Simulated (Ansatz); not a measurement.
Functionals compared on the (100) surface of tetragonal WSi2 in its 1x1 cell (cut with top plane 2 Si + W, bottom plane 2 Si + W), outermost plane spacing 1.61 Å in the ideal cut, in Ansatz (plane waves, PAW). The structure was relaxed with PBE; the other rows are single points on it, each with its references at the same level. Cutoff 420 eV (500 eV for r2SCAN).

Slab: 21 atoms, Si14W7, 9.7 Å thick at the start (thin: gaps and levels are the slab's own); k 12x5x1, smearing 0.1 eV, dipole-corrected; all atoms relaxed; held to the start's symmetry, so lower structures may exist; no spin, no spin-orbit, no U. These notes are the PBE run's.

```tsv
functional	surface energy (J/m²)	work function of the top face (eV)	rough cost of the single point
PBE	2.66	4.94	–
LDA	3.03	5.16	roughly 3 core-minutes
PBEsol	2.97	5.01	very roughly 3.0 core-minutes
RPBE	[?]	[?]	around 3.0 core-minutes (rough)
r2SCAN	2.88	5.03	around 6 core-minutes (rough)
```

Problem. What belongs in the gaps?

Solution. 
- RPBE, surface energy (J/m²): 2.50
- RPBE, work function of the top face (eV): 4.83

Ansatz is an electronic-structure program.
